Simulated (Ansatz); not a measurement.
The starting structures come from a database of crystals and need not be the phases stable at ambient conditions.

The decay constant κ of evanescent states in the gap governs leakage through a thin film.

```yaml
crystal:
  lattice:
    - [6.10561, 0.00000, 0.00000]
    - [-1.94606, 5.78717, 0.00000]
    - [2.05894, 2.86460, 10.50173]
  atoms:
    - { symbol: Ir, position: [0.20860, 0.95838, 0.58312] }
    - { symbol: Ir, position: [0.79140, 0.04162, 0.41688] }
    - { symbol: Ir, position: [0.04162, 0.79140, 0.91688] }
    - { symbol: Ir, position: [0.95838, 0.20860, 0.08312] }
    - { symbol: Cl, position: [0.34719, 0.09641, 0.75053] }
    - { symbol: Cl, position: [0.65281, 0.90359, 0.24947] }
    - { symbol: Cl, position: [0.90359, 0.65281, 0.74947] }
    - { symbol: Cl, position: [0.09641, 0.34719, 0.25053] }
    - { symbol: Cl, position: [0.18595, 0.96045, 0.07490] }
    - { symbol: Cl, position: [0.81405, 0.03955, 0.92510] }
    - { symbol: Cl, position: [0.03955, 0.81405, 0.42510] }
    - { symbol: Cl, position: [0.96045, 0.18595, 0.57490] }
    - { symbol: Cl, position: [0.73908, 0.46510, 0.07380] }
    - { symbol: Cl, position: [0.26092, 0.53490, 0.92620] }
    - { symbol: Cl, position: [0.53490, 0.26092, 0.42620] }
    - { symbol: Cl, position: [0.46510, 0.73908, 0.57380] }
```

Space group of this cell: C2/c. The cell is taken as given; by PBEsol its mean pressure is -2.4 GPa.

Transport runs along the normal of the first two printed cell vectors.

No gap correction and no spin-orbit coupling; mid-gap values are interpolated between computed energies.

**Question.** Estimate the band gap and the smallest decay constant κ at mid-gap that PBEsol in Ansatz (a first-principles code) returns for this system.

**Answer.** Gap 1.84 eV on a 6×6×4 mesh; κ = 0.351 1/Å, at (0.167, 0.167) of the in-plane reciprocal vectors. At the zone centre, at the nearest computed energy, the slowest state has κ = 0.38 1/Å.
